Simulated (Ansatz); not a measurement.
## hypothetical cubic perovskite MnTlI3 with two functionals, uniaxial strain ε_zz = +4.85 %

Take MnTlI$_{3}$ in the cubic perovskite structure (space group Pm-3m, No. 221; a = 5.759 Å; ferromagnetic; a hypothetical phase, not in the database extracts checked) as the base. Axes: x, y, z lie along the cube axes.

(Cell as relaxed with PBE.)

Levels (all Ansatz, an electronic-structure program, PAW): PBE (420 eV, without spin-orbit coupling); r2SCAN (500 eV, no spin-orbit coupling).

Each level relaxes its own structure.

| base | PBE | r2SCAN |
|---|---|---|
| volume per atom | 38.19 Å³ | 37.81 Å³ |
| lattice parameter a | 5.759 Å | 5.739 Å |
| band gap | 0.15 eV | 0.69 eV |
| largest site moment | 4.46 μB | 4.57 μB |

It is then changed as follows: the cell is stretched by 4.85 % along z with no lateral relaxation, atoms relaxed at fixed cell.

| quantity | PBE | r2SCAN |
|---|---|---|
| energy relative to the base (free energy F) | +8.5 meV/atom | [?] |
| band gap | zero | [?] |
| largest site moment | 4.48 μB | [?] |
| pressure (mean of the normal stresses, compression positive) | -0.9 GPa | [?] |

**Question.** Given the PBE results, estimate those of r2SCAN.

**Answer.** 
- energy relative to the base (free energy F), r2SCAN: +9.8 meV/atom
- band gap, r2SCAN: 0.56 eV
- largest site moment, r2SCAN: 4.59 μB
- pressure (mean of the normal stresses, compression positive), r2SCAN: -1.0 GPa

PBE's energy relative to the base lies 1.3 meV/atom below r2SCAN's; they disagree on the band gap; PBE's largest site moment lies 0.11 μB below r2SCAN's. Neither level is exact; r2SCAN is the comparison here, not a measurement.

Other magnetic orders, which the real material may have, were not ruled out. Spin-orbit coupling, missing from the scalar runs, can matter with I and Tl. Stability against distortions was not tested. Many cubic perovskites are stable only at high temperature; tilts and polar distortions were not tested. Gaps under 0.05 eV, about the width of the smearing, are given as zero. The zero or small gap of MnTlI3 can change with the level of theory.
